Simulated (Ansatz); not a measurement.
The parent structure is ZnS in the zinc blende structure (space group F-43m, No. 216).

```xyz
2
Lattice="0.0000 2.6952 2.6952 2.6952 0.0000 2.6952 2.6952 2.6952 0.0000" Properties=species:S:1:pos:R:3 pbc="T T T"
S      4.0428     4.0428     4.0428
Zn     0.0000     0.0000     0.0000
```

Cartesian axes are those of the cell as printed.

All numbers come from r2SCAN in Ansatz (plane waves to 500 eV, PAW, no SOC), earlier PAW set.

For the base:

```
Item       Result
--------  -------
Band gap  2.70 eV
```

The change: a free-standing slab of 3 layers (6 atoms, 2 a layer) is cut normal to [110], with 15 Å of vacuum and the in-plane cell held at bulk.

### Question
Estimate the effect on the band gap and excess energy per area of both faces.

### Answer
The band gap grows by 0.165 eV (2.70 eV → 2.86 eV); the excess energy per area of both faces (slab less bulk energy over the cell's area: twice a surface energy) comes out as 1.17 J/m².

Slab and bulk use different k-meshes, which limits the precision of the excess energy. Whether these cells are dynamically stable was not tested.

Ansatz is a program for electronic structure.
